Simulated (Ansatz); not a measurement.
A constructed model of the (100) surface of fcc Ag, a layer of Zn in place of the second plane (bottom of the slab: a bare face, its two planes held)

Method: PBE (plane waves to 420 eV, PAW; Ansatz, a program for electronic structure).

Set-up: 6 atoms, 10.1 Å thick at the start (thin: gaps and levels are the slab's own); mesh 13x13x1; 0.1 eV smearing; dipole correction on; 2 atoms held, the rest relaxed; symmetry of the start imposed; no spin, no spin-orbit, no U. It is one candidate, not shown to be the stable structure of the face.

```yaml
work_function_of_the_top_face: 4.23 eV
energy_released_by_relaxation: 0.028 eV
cost: roughly 110 core-seconds
```
